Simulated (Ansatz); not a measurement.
Cell and atoms of amorphous Ti20O41Li2:

```xyz
63
Lattice="9.1006 -0.0107 0.2693 -0.0107 9.1558 0.0662 0.2693 0.0662 9.1302" Properties=species:S:1:pos:R:3 pbc="T T T"
Ti     8.4815     2.9551     8.2514
Ti     2.2368     3.2656     6.4631
Ti     6.8303     5.7325     0.3424
Ti     7.2783     2.1864     2.5451
Ti     0.9556     0.0503     6.9112
Ti     4.0758     0.0284     0.6294
Ti     1.3895     1.8591     0.8583
Ti     3.2145     6.6519     7.7249
Ti     1.7326     4.8904     3.2102
Ti     6.7536     7.8764     2.8529
Ti     6.2493     7.0176     5.6898
Ti     1.7823     1.3605     4.1913
Ti     3.5386     7.8242     3.3905
Ti     1.1995     4.9077     0.2872
Ti     7.9691     4.0674     5.4586
Ti     0.8589     7.8309     1.0257
Ti     5.5264     4.4038     6.9967
Ti     6.9006     9.0796     8.0019
Ti     1.0343     6.5999     5.6740
Ti     5.3311     4.7307     3.2132
O      3.1700     1.6061     0.8400
O      7.2591     5.6376     6.4456
O      3.9691     8.2268     8.3743
O      3.3249     0.2455     4.1661
O      5.8380     4.7681     8.8154
O      2.3315     7.9158     6.4423
O      5.7704     3.1761     2.3535
O      1.3061     6.8693     8.7041
O      8.4120     1.0159     7.7493
O      2.1210     3.2169     4.4988
O      8.1663     7.9273     1.6943
O      5.1190     6.9690     4.1605
O      8.6074     4.7770     9.0624
O      1.0377     1.1481     2.5354
O      1.3217     0.3056     8.9153
O      3.5727     5.0100     2.9428
O      3.2033     5.3186     8.9948
O      5.0002     8.3065     2.0633
O      7.5831     7.4612     4.4416
O      6.0999     8.7899     6.3349
O      0.2472     5.2359     4.5153
O      1.9258     5.3410     6.6518
O      1.4345     3.1585     8.3966
O      0.4537     0.5518     5.0670
O      5.9070     4.3353     4.9061
O      4.0128     3.4695     6.8300
O      8.0828     2.9914     3.9736
O      2.1459     6.7643     4.1090
O      6.8653     7.4147     8.6914
O      4.7173     6.1852     6.7050
O      6.9827     3.1531     7.0564
O      1.4472     3.6680     1.7577
O      6.8856     0.5626     3.2310
O      8.9567     7.7258     6.8582
O      8.2621     2.2169     0.9720
O      2.5786     8.1387     1.7936
O      0.2101     3.3354     6.3071
O      0.9210     5.9914     1.8988
O      5.8876     0.8876     9.0125
O      2.3212     1.4278     6.4491
O      6.4815     5.8693     2.1718
Li     7.7444     0.2163     4.9339
Li     3.8746     0.1303     6.2566
```

All values below come from PBE, scalar-relativistic without spin-orbit coupling (plane waves to 420 eV, PAW; Ansatz, a first-principles code).

It comes from a melt-quench run on a machine-learned potential (CHGNet), relaxed afterwards by DFT. O atoms were pushed apart under 1.9 Å during the dynamics, to hinder bonds among them. The hot cell started wider than the set density and was brought back towards it in steps. It is the lowest in DFT energy of 2 quenches. It is a model cell: composition and starting density were chosen by hand, and all elements were melted together. No dispersion term was used. Its density started from a set value of 3.56 and ended at 3.56 g/cm³. The simulated quench (nominally 300 K/ps over its main leg) is rapid and tends to freeze in more defects than a deposited or slowly cooled glass has. Values belong to this one cell and scatter from quench to quench. The volume was held where the preparation left it and the shape relaxed, at a PBE pressure of 3.2 GPa. Stress components on the final sampling reach 3.2 GPa. On a 2×2×2 Γ-centred mesh force components of up to 0.18 eV/Å stay, since the relaxation ran on the zone centre alone.

Bonds are counted up to Ti-Ti 3.12 Å, Ti-O 2.52 Å, Ti-Li 2.99 Å, O-O 1.58 Å, O-Li 2.33 Å, Li-Li 2.86 Å. Two cations that share two anions don't count as bonded, nor two that share one unless they lie closer than Ti-Ti 3.04 Å, Ti-Li 2.91 Å, Li-Li 2.78 Å.

Question: Give the coordination numbers, mean bond lengths and angles.

Answer: 
```json
{
  "Mean coordination of Ti by anions": "5.35 (3 with 4, 7 with 5, 10 with 6)",
  "Mean coordination of O": "2.83 (12 with 2, 24 with 3, 5 with 4)",
  "Mean coordination of Li by anions": "4.50 (1 with 4, 1 with 5)",
  "Mean Ti-O bond": "1.947 Å (spread 0.129 Å, 107 counted)",
  "Mean O-Li bond": "2.096 Å (spread 0.143 Å, 9 counted)",
  "Bond angle at Ti": "mean 105.0°, spread 27.4°",
  "Bond angle at O": "mean 116.2°, spread 19.1°",
  "Bond angle at Li": "mean 104.6°, spread 25.2°"
}
```

Question: List the pairs of like atoms that count as bonded by the rules above.

Answer: There are none by these rules.
